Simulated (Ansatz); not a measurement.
An ideal cubic perovskite cell is held by its symmetry; such compounds can tilt or shift off centre at room temperature. The starting structures come from a database of crystals and need not be the phases stable at ambient conditions.

 Where the default PAW files enter, the runs use the earlier of Ansatz's two default sets.

```xyz
5
Lattice="4.2089 0.0000 0.0000 0.0000 5.9523 0.0000 0.0000 2.9762 2.9762" Properties=species:S:1:pos:R:3 pbc="T T T"
Zr     0.0000     0.0000     0.0000
Pb     2.1045     2.9762     0.0000
O      0.0000     4.4642     1.4881
O      0.0000     1.4881     1.4881
O      2.1045     0.0000     0.0000
```

Space group of this cell: Pm-3m, cubic perovskite. The cell is taken as given; by r2SCAN its mean pressure is -5.6 GPa.

The current runs along the normal of the first two printed vectors, the (110) plane. All runs by Ansatz (a quantum-chemistry and plane-wave program), plane waves and PAW, without spin-orbit coupling; the base is r2SCAN.

| run | mean pressure (GPa) | gap (eV) | mid-gap κ (1/Å) |
|---|---|---|---|
| base | -5.6 | 2.74 | 0.226 |
| all lengths scaled by 0.98 | 4.5 | 2.90 | 0.224 |
| all lengths scaled by 1.02 | -13.2 | 2.55 | 0.227 |
| lda in place of r2scan | -11.2 | ___ | ___ |
| lengths across the current scaled by 0.98, ions clamped | 0.9 | ___ | ___ |
| lengths across the current scaled by 1.02, ions clamped | -10.9 | 2.57 | 0.221 |
| lengths along the current scaled by 0.97, ions clamped | -0.8 | 2.77 | 0.216 |
| lengths along the current scaled by 1.03, ions clamped | -9.6 | ___ | ___ |
| pbesol in place of r2scan | -7.4 | 2.20 | 0.198 |

Task: Fill in the missing entries.

Result: 
- lda in place of r2scan, gap (eV): 2.17
- lda in place of r2scan, mid-gap κ (1/Å): 0.197
- lengths across the current scaled by 0.98, ions clamped, gap (eV): 2.80
- lengths across the current scaled by 0.98, ions clamped, mid-gap κ (1/Å): 0.231
- lengths along the current scaled by 1.03, ions clamped, gap (eV): 2.54
- lengths along the current scaled by 1.03, ions clamped, mid-gap κ (1/Å): 0.233
